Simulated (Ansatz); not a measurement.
The starting structures come from a database of crystals and need not be the phases stable at ambient conditions.

Inside the gap of an insulator the Bloch states are evanescent, with a wavenumber k + iκ along the transport direction.

Input:

```
LiNbSe2
1.0
    3.53331     0.00000     0.00000
   -1.76666     3.05994     0.00000
    0.00000     0.00000    13.54232
Li Nb Se
2 2 4
Direct
  0.00000   0.00000   0.00000
  0.00000   0.00000   0.50000
  0.00000   0.00000   0.25000
  0.00000   0.00000   0.75000
  0.33333   0.66667   0.12695
  0.66667   0.33333   0.87305
  0.66667   0.33333   0.62695
  0.33333   0.66667   0.37305
```

Space group of this cell: P6_3/mmc. The cell is taken as given; by r2SCAN its mean pressure is -0.8 GPa.

Transport runs along the normal of the first two printed cell vectors, the (001) plane of the conventional cell.

The gap is the functional's own. No spin-orbit coupling. Mid-gap values are interpolated on the energy grid.

Q: Compute, with r2SCAN run with Ansatz (an electronic-structure program), the band gap and the smallest decay constant κ at mid-gap.

A: Gap 0.76 eV on a 12×12×4 mesh; κ = 0.185 1/Å, at (0.167, 0.167) of the in-plane reciprocal vectors. At the zone centre, at the nearest computed energy, the slowest state has κ = 0.31 1/Å.
